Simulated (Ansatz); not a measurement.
# HfO2: isotropic strain +1.50 %

Start from HfO₂ in the fluorite structure (space group Fm-3m, No. 225; a = 5.001 Å).

It is then changed as follows: every lattice vector is stretched by 1.50 %; the atoms relax in the strained cell.

The values are results of LDA, PAW, 420 eV (Ansatz, an electronic-structure program; no spin-orbit coupling), not measurements. k-mesh 11×11×11 (Γ-centred); smearing 0.05 eV (Fermi–Dirac).

The volume per atom grows by 0.48 Å³, from 10.42 Å³ to 10.90 Å³ and the space group is still Fm-3m (No. 225). The shortest interatomic distance grows by 0.032 Å (2.166 Å → 2.198 Å) and the energy rises by 18 meV/atom. The band gap decreases by 0.10 eV, from 3.66 eV to 3.56 eV and the gap character remains direct at X. The mean gap deformation potential ΔEg/Δln V amounts to -2.3 eV and the width of the top valence band falls by 0.05 eV to 1.85 eV. The electron mass becomes 1.1 mₑ along k, 0.70 mₑ across (at X) (base: 1.1 mₑ along k, 0.68 mₑ across (at X)).

Spin-orbit coupling, missing from the scalar runs, can matter with Hf. Masses are band curvatures over ±0.01 Å⁻¹ around the edge. Along k means along the line from Γ to the band edge. Stability against distortions was not tested. This is not the structure that HfO2 has at room temperature and ambient pressure.
